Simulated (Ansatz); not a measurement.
The parent structure is Mo in the bcc (W type) structure (space group Im-3m, No. 229; relaxed with 0.1 eV smearing).

```yaml
crystal:
  lattice:
    - [-1.57548, 1.57548, 1.57548]
    - [1.57548, -1.57548, 1.57548]
    - [1.57548, 1.57548, -1.57548]
  atoms:
    - { symbol: Mo, position: [0.00000, 0.00000, 0.00000] }
```

All numbers come from r2SCAN (Ansatz, a first-principles code; PAW; 500 eV plane waves; without spin-orbit coupling).

For the base:

```
Quantity   Result
--------  -------
Pressure  0.0 GPa
Band gap     zero
```

Now apply this change: every lattice vector is stretched by 2.50 %, atoms relaxed at fixed cell.

How does this affect the energy relative to the base?

The energy grows by 69 meV/atom.

What happens to the pressure?

The pressure goes from zero to -17.2 GPa.

What does the calculation give for the band gap after the change?

The band gap is still zero.

The cells carry an imposed strain or load. Whether these cells are dynamically stable was not tested. The final runs are not spin-polarised.
